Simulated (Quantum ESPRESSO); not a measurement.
Troubleshooting Quantum ESPRESSO: a failed run on TaF5 (C2/m, 24 atoms in the cell). The aim is a self-consistent single point with DFT, PBEsol, plane waves, GBRV 1.5 ultrasoft (PBESOL) pseudopotentials.

Cell that was meant: a = 8.5760 Å, b = 8.5760 Å, c = 4.9258 Å, α = 94.70°, β = 94.70°, γ = 112.99°.

Part of the input:

```fortran
F     0.9259300000    0.2994300000    0.8424600000
F     0.0740700000    0.7005700000    0.1575400000
K_POINTS {automatic}
2 2 3
```

Output, abridged:

```
     This program is part of the open-source Quantum ESPRESSO suite
     for quantum simulation of materials; please cite

 %%%%%%%%%%%%%%%%%%%%%%%%%%%%%%%%%%%%%%%%%%%%%%%%%%%%%%%%%%%%%%%%%%%%%%%%%%%%%%
     Error in routine card_kpoints (1):
      end of file while reading automatic k points
 %%%%%%%%%%%%%%%%%%%%%%%%%%%%%%%%%%%%%%%%%%%%%%%%%%%%%%%%%%%%%%%%%%%%%%%%%%%%%%

     stopping ...
```

From the messages shown, name the fault and mend the input.

The fault is an automatic mesh without its three shifts. The card takes six integers. To fix it, add the shifts. The program stopped before any SCF iteration.

An input that runs soundly differs in these lines (not the only fix; some lines may just follow from the change or write a value another way):
```diff
-2 2 3
+2 2 3  0 0 0
```

With that input, the run converged in 13 iterations: free energy E − TS -20949.0749 eV; top of the valence band (on the code's own zero) 1.00 eV; gap on the k-point mesh 5.64 eV; pressure -0.32 GPa; largest force (vector length) 0.179 eV/Å (DFT, PBEsol, plane waves, GBRV 1.5 ultrasoft (PBESOL) pseudopotentials).

On the sound input: the starting cell comes from a database of computed structures (which also holds hypothetical and non-ambient phases and stackings), without a prior relaxation at this level. Spin-orbit coupling is off.
